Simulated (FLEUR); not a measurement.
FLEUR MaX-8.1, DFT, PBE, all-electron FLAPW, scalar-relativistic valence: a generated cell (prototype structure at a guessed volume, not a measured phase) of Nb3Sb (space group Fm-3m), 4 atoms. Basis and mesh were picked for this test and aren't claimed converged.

```yaml
cell: 4.97, 4.97, 4.97 Å; 60, 60, 60°
task: ground state
k mesh: 7×7×7
jspins: 1
itmax: 100
minDistance: 0.0001 me/bohr^3
fermiSmearingEnergy: 0.001 Hartree
k-points after symmetry: 20
basis_functions: 477
bands: 42
symmetry_operations: 48
Kmax (1/bohr): 3.6
```

Settings of this run: imix = Anderson, alpha = 0.02, maxIterBroyd = 15, precondParam = 0; 4 ranks.

```tsv
iteration	distance (me/bohr^3)
1	10.53888767
2	10.14671475
3	4.87877670
4	7.28519385
5	5.71700573
6	2.54965120
7	1.76293981
8	3.11192412
9	0.55044583
10	0.60994098
11	0.08832106
12	0.09659138
13	0.01639325
14	0.01141166
15	0.00266534
16	0.00237379
17	0.00129991
18	0.00033597
19	0.00017552
20	0.00017047
21	0.00005082
```

It converged after 21 iterations.

Which change of one setting makes this cycle converge in far fewer steps?

One answer among several that fit: alpha = 0.5 (11 iterations), all else kept. The other changes of this size gave: alpha = 0.3 (12); alpha = 0.2 (13); alpha = 0.1 (15); alpha = 0.05 (default) (19); alpha = 0.01 (23). The change moves the result by: energy 0.0034 meV/atom. Counts are of single runs.
